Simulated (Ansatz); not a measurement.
## PbTe, response to strain

Take PbTe in the rock salt structure (space group Fm-3m, No. 225; a = 6.534 Å) as the base. Axes: x, y, z lie along the cube axes.

Strains are applied to the cell and any free atomic positions relax; under biaxial strain the out-of-plane vector relaxes too.

Level of theory: Ansatz (a quantum-chemistry and plane-wave program), r2SCAN, PAW, cutoff 500 eV, without spin-orbit coupling.

```csv
"biaxial strain, plane normal [111], relaxed out of plane (%)",out-of-plane strain (%)
0,0.00
0.42,-0.42
0.83,-0.82
1.25,?
1.67,-1.69
2.08,-2.10
2.5,-2.53
```

**Question.** Fit ε⊥ = −νε + γε² (strains in %) to the rows shown and predict the withheld row.

**Answer.** Least squares on the printed values gives ν = 0.99 (the biaxial Poisson response) and γ = -0.008 (largest residual 0.01 %); this predicts -1.25 %, and the run gives -1.26 %, in agreement.

No phonon test of stability was made.
